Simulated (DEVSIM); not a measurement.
Device: illuminated Si p-on-n cell, one wavelength, at 300 K.

Layer 1 from the left is Si, thickness (μm) 0.230, Na (cm⁻³) 3.5e18, τn (s) 0.00013, τp (s) 5.9e-5, absorption coefficient (cm⁻¹) 250. Layer 2 from the left is Si, thickness (μm) 220, Nd (cm⁻³) 2.9e17, τn (s) 0.00093, τp (s) 0.00093, absorption coefficient (cm⁻¹) 250.

Left contact: ohmic, minority electron recombination velocity 2e6 cm/s. Right contact: ohmic, minority hole recombination velocity 5000 cm/s. Voltage is applied to the left contact. Recombination: SRH at mid-gap, radiative, Auger. Light enters at the left, 3.4e17 photons cm⁻² s⁻¹, one pass, no reflection. Mobility is constant in doping.

Constants are typed, rounded textbook-type inputs, not results; the design itself was drawn at random and stands for no fabricated device. Values at 300 K.

Si: gap (eV) 1.124, affinity (eV) 4.05, permittivity 11.7, Nc (cm⁻³) 2.86e19, Nv (cm⁻³) 3.1e19, μn (cm²/Vs) 1417, μp (cm²/Vs) 470, B (cm³/s) 4.7e-15, Cn (cm⁶/s) 2.8e-31, Cp (cm⁶/s) 9.9e-32.

DEVSIM, 1D drift-diffusion, Boltzmann statistics, complete ionisation; no tunnelling, impact ionisation, image-force lowering or self-heating.

Q: What does the simulation give for the short-circuit current, the largest field in the device at zero bias, the share of generated pairs collected at short circuit?

A: short-circuit current 43.6 mA/cm²; largest field in the device at zero bias 270000 V/cm; share of generated pairs collected at short circuit 0.803.
